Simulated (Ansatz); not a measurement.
The parent structure is BP in the zinc blende structure (space group F-43m, No. 216).

```yaml
crystal:
  lattice:
    - [0.00000, 2.26010, 2.26010]
    - [2.26010, 0.00000, 2.26010]
    - [2.26010, 2.26010, 0.00000]
  atoms:
    - { symbol: B, position: [0.00000, 0.00000, 0.00000] }
    - { symbol: P, position: [0.25000, 0.25000, 0.25000] }
```

Cartesian axes are those of the cell as printed.

Computed with PBEsol (Ansatz, an electronic-structure program, PAW, no spin-orbit coupling).

Before the change:

| Quantity | Result |
|---|---|
| Valley order | a point along ⟨100⟩, about 1.2 Å⁻¹ from Γ 1.11 eV |

Perturbation: biaxial strain +0.50 %, plane normal [001], relaxed out of plane (Cartesian); in-plane vectors clamped, the third vector and the atoms free.

### Question
Estimate the effect on the valley order and energy relative to the base.

### Answer
The valley order (the lowest conduction-band minima on the path, energy above the VBM, named in the base's zone) goes from a point along ⟨100⟩, about 1.2 Å⁻¹ from Γ 1.11 eV to a point along [001], about 1.1 Å⁻¹ from Γ 1.03 eV; a point along [100], about 1.1 Å⁻¹ from Γ 1.12 eV; the energy grows by 0.7 meV/atom.

The levels and masses belong to the bands next to the band gap. Stability against distortions was not tested.
